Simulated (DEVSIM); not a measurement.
Structure: Pd/SiO2/n-Si capacitor, at 300 K.

```csv
layer (left to right),material,thickness (nm),Nd (cm⁻³)
1,SiO2,4.10,-
2,Si,13000,1.9e14
```

Metal gate on the left, work function 5.2 eV. Fixed charge at the semiconductor interface -2.8e11 cm⁻² (in units of +e); no interface traps.

The device is made up for the run: typed textbook-type constants, with dimensions and the other settings drawn at random. Values at 300 K.

```tsv
parameter	SiO2	Si
gap (eV)	9	1.124
affinity (eV)	0.9	4.05
permittivity	3.9	11.7
Nc (cm⁻³)	-	2.86e19
Nv (cm⁻³)	-	3.1e19
```

Model (solved in DEVSIM): 1D Poisson equation in equilibrium, Boltzmann statistics, complete ionisation; no quantum confinement or tunnelling. Metal contacts follow the ideal Schottky-Mott rule: no Fermi-level pinning, no interface dipoles.

Task: Give the band bending (positive: bands bend down) and minority sheet density.

Result: 
```json
[
 {"Vg (V)": "-0.5", "ψs (V)": "-0.813", "minority carriers (cm⁻²)": "3.0e12"},
 {"Vg (V)": "-0.2", "ψs (V)": "-0.781", "minority carriers (cm⁻²)": "1.6e12"},
 {"Vg (V)": "0.1", "ψs (V)": "-0.712", "minority carriers (cm⁻²)": "4.0e11"},
 {"Vg (V)": "0.4", "ψs (V)": "-0.488", "minority carriers (cm⁻²)": "5.0e8"},
 {"Vg (V)": "0.7", "ψs (V)": "-0.191", "minority carriers (cm⁻²)": "< 1e8"},
 {"Vg (V)": "1", "ψs (V)": "0.096", "minority carriers (cm⁻²)": "< 1e8"},
 {"Vg (V)": "1.3", "ψs (V)": "0.242", "minority carriers (cm⁻²)": "< 1e8"},
 {"Vg (V)": "1.6", "ψs (V)": "0.290", "minority carriers (cm⁻²)": "< 1e8"}
]
```
